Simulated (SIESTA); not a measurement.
SIESTA run on SrPd₂ (Fd-3m, 6 atoms in the cell): self-consistent single point.

Method: SIESTA with GGA PBEsol, numerical atomic orbitals DZP, PseudoDojo PBEsol standard norm-conserving potentials (rewritten from UPF to PSML).

The change in words: lattice scaled by 0.98. Reference geometry:
```xyz
6
Lattice="0.0000 3.9356 3.9356 3.9356 0.0000 3.9356 3.9356 3.9356 0.0000" Properties=species:S:1:pos:R:3 pbc="T T T"
Sr     5.9034     5.9034     5.9034
Sr     3.9356     3.9356     3.9356
Pd     2.9517     0.9839     2.9517
Pd     0.9839     0.9839     0.9839
Pd     0.9839     2.9517     2.9517
Pd     2.9517     2.9517     0.9839
```

Reference input (self-consistent single point, DFT, GGA PBEsol, numerical atomic orbitals DZP, PseudoDojo PBEsol standard norm-conserving potentials (rewritten from UPF to PSML)): XC.functional = GGA; XC.authors = PBEsol; potentials = PseudoDojo PBEsol standard; PAO.BasisSize = DZP; PAO.EnergyShift = 0.01 Ry; MeshCutoff = 400 Ry; kgrid.MonkhorstPack = 7 7 7; OccupationFunction = MP; OccupationMPOrder = 0; ElectronicTemperature = 136 meV; MaxSCFIterations = 150; SCF.Mixer.Method = Broyden. This run's input differs from it in these lines:

```diff
@@ -12,5 +12,5 @@
 %block LatticeVectors
-     0.000000000    7.437253379    7.437253379
-     7.437253379    0.000000000    7.437253379
-     7.437253379    7.437253379    0.000000000
+     0.000000000    7.288507367    7.288507367
+     7.288507367    0.000000000    7.288507367
+     7.288507367    7.288507367    0.000000000
 %endblock LatticeVectors
```

Output, abridged:

```
        iscf     Eharris(eV)        E_KS(eV)     FreeEng(eV)     dDmax    Ef(eV) dHmax(eV)
   scf:    1   -16489.092517   -16533.738599   -16533.762249  1.810004 -4.933703  3.843045
   scf:    2   -16534.132186   -16533.939255   -16533.962554  0.078738 -4.889450  3.230128
   scf:    3   -16534.716692   -16534.383841   -16534.405739  0.346250 -4.736815  0.718891
   scf:    4   -16534.451160   -16534.425106   -16534.447087  0.056809 -4.754128  0.072920
   scf:    5   -16534.425685   -16534.425414   -16534.447401  0.006779 -4.753679  0.025709
   [... 17 lines left out ...]
   scf:   23   -16534.426116   -16534.426116   -16534.447959  0.000013 -4.756620  0.000104
   scf:   24   -16534.426116   -16534.426116   -16534.447959  0.000011 -4.756622  0.000092
   scf:   25   -16534.426116   -16534.426116   -16534.447959  0.000010 -4.756625  0.000082
   scf:   26   -16534.426116   -16534.426116   -16534.447959  0.000009 -4.756627  0.000073
SCF Convergence by DM+H criterion
max |DM_out - DM_in|         :     0.0000089659
max |H_out - H_in|      (eV) :     0.0000732157
SCF cycle converged after 26 iterations

Using DM_out to compute the final energy and forces

siesta: E_KS(eV) =           -16534.4261

siesta: E_KS - E_eggbox =    -16534.4261

siesta: Atomic forces (eV/Ang):
     1    0.000023    0.000023    0.000023
     2   -0.000024   -0.000024   -0.000024
     3    0.001183   -0.001184    0.001183
     4   -0.001184   -0.001184   -0.001184
     5   -0.001184    0.001183    0.001183
     6    0.001183    0.001183   -0.001184
   Tot   -0.000002   -0.000002   -0.000002
   Max    0.001184
   Res    0.000966    sqrt( Sum f_i^2 / 3N )
   Max    0.001184    constrained

   [... lines left out ...]
siesta: FreeEng =    -16534.447959
   [... lines left out ...]
siesta:    -0.083160   -0.000062   -0.000062
siesta:    -0.000062   -0.083160   -0.000062
siesta:    -0.000062   -0.000062   -0.083160

siesta: Cell volume =        114.749073 Ang**3

siesta: Pressure (static):
siesta:                Solid            Molecule  Units
siesta:           0.00090572          0.00090529  Ry/Bohr**3
siesta:           0.08315973          0.08311955  eV/Ang**3
siesta:         133.23657412        133.17220571  kBar
```

The run converged in 26 iterations. Against the reference run the free energy goes up by 69.8 meV/atom, the pressure goes from 6.07 to 13.32 GPa and the largest force moves little (0.000 to 0.002 eV/Å).

The starting cell comes from a database of computed structures (which also holds hypothetical and non-ambient phases and stackings), without a prior relaxation at this level. For this run, on top of that: lattice scaled by 0.98. Spin polarisation is off. Values carry the incompleteness of an atom-centred basis. With a pressure of about 13 GPa the cell is away from its equilibrium volume at this level.

Cost on one core of a shared machine: roughly 50 s.
